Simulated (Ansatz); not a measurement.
Consider ZrS2 in the CdI2 type structure (space group P-3m1, No. 164; a = 3.674 Å, c = 5.860 Å; layered, stacked along the Cartesian z axis).

One thing is altered: an isotropic linear strain of −0.27 %; the atoms relax in the strained cell.

The values are results of plane-wave PAW DFT at the r2SCAN+rVV10 level (Ansatz, an electronic-structure program, 500 eV), no spin-orbit coupling, not measurements.

Base, band edges from the VBM (valence, conduction): K -1.55, 2.44; H -1.91, 2.57; M -1.39, 1.34; L -0.84, 1.17; A -0.35, 1.75; Γ -0.01, 1.79 eV.

Task: Give the band edges at the high-symmetry points of the new zone, measured from its valence-band maximum.

Result: 
```tsv
point	valence edge (eV)	conduction edge (eV)
Γ	-0.01	1.79
M	-1.40	1.32
K	-1.56	2.46
A	-0.35	1.75
L	-0.85	1.14
H	-1.93	2.59
```

The gap is 1.14 eV, indirect, K–Γ (87 % along) → L.

No phonon test of stability was made.
